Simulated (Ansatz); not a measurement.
The reference is CrB2 (space group P6/mmm, No. 191; ferromagnetic; relaxed with 0.1 eV smearing).

```xyz
3
Lattice="2.9586 0.0000 0.0000 -1.4793 2.5622 0.0000 0.0000 0.0000 2.9238" Properties=species:S:1:pos:R:3 pbc="T T T"
Cr     0.0000     0.0000     0.0000
B      1.4793     0.8541     1.4619
B      0.0000     1.7082     1.4619
```

Cartesian axes are those of the cell as printed.

Method: PBEsol, PAW, 420 eV (Ansatz, a program for electronic structure; spin-orbit coupling left out).

One thing is altered: uniaxial strain ε_zz = −1.89 %, all other strain components held at zero, atoms relaxed at fixed cell.

**Question.** Predict the stress tensor and what it implies for the stiffness.

**Answer.** Stress of the strained cell less that of the base (GPa, compression positive):
```
    4.0     0.0     0.0
    0.0     4.0     0.0
    0.0     0.0     5.1
```

Then −Δσ_ii/ε with ε = -0.0189 gives secant stiffness values (nonlinear terms included at this strain): C33 ≈ 272 GPa, C13 ≈ 214 GPa and C23 ≈ 214 GPa.

Other magnetic orders, which the real material may have, were not ruled out. No phonon test of stability was made.
